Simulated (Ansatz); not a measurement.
Where the default PAW files enter, the runs use the earlier of Ansatz's two default sets.

Data:

```
CELL_PARAMETERS angstrom
      3.55802     0.00000     0.00000
      0.00000     5.17186     0.00000
      0.00000     0.00000     3.55802
ATOMIC_POSITIONS crystal
  Hf 0.50000 0.50000 0.50000
  Hf 0.00000 0.00000 0.00000
  O  0.50000 0.30279 0.00000
  O  0.50000 0.80279 0.00000
  O  0.00000 0.19721 0.50000
  O  0.00000 0.69721 0.50000
```

Space group of this cell: P4_2/nmc. The cell is taken as given; by r2SCAN its mean pressure is 4.2 GPa.

These are r2SCAN (plane waves, PAW; Ansatz, a quantum-chemistry and plane-wave program) values and carry that method's errors.

The current runs along the normal of the first two printed vectors; no spin-orbit coupling. Scaled by the factor s: all lengths (ions clamped). The meshes follow the cell: 10×6×10 and 10×6 across at s = 0.98, 8×6×8 and 8×6 across at s = 1.00, 8×6×8 and 8×6 across at s = 1.02.

| s | mean pressure (GPa) | band gap (eV) |
|---|---|---|
| 0.98 | 23.2 | 5.53 |
| 1.00 | 4.2 | 5.31 |
| 1.02 | -10.5 | ? |

Take the slope of the band gap against ln s from the two given rows, extrapolate to s = 1.02, and say what the run there gives.

Slope = (5.53 − 5.31) / ln 0.98 = -10.9 eV. The line gives 5.31 + (-10.9) × ln 1.02 = 5.09 eV. The run gives 5.06 eV, 0.03 eV under the line, 16 % of the predicted step.
